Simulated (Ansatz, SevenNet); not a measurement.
## ZnSnO3 (R3c, No. 161; start mp-13334): properties by level of theory

| level (code) | lattice parameter a (Å) | c axis length (Å) |
|---|---|---|
| SevenNet-l3i5 (SevenNet) | 5.345 | 14.242 |
| LDA (Ansatz) | 5.225 | 13.864 |
| PBEsol (Ansatz) | 5.278 | 14.012 |

Caveats: the relaxation could not lower the start's symmetry, so the cell can be a saddle point above a distorted one (SevenNet-l3i5, LDA, PBEsol). Ansatz's density-functional and Hartree–Fock values are scalar-relativistic unless marked +SOC, with PAW data made under PBE.

Static lattice: no zero-point or thermal effects.

A start named mp-… is a Materials Project structure, which can be a computed phase never made.

Ansatz is an electronic-structure program.
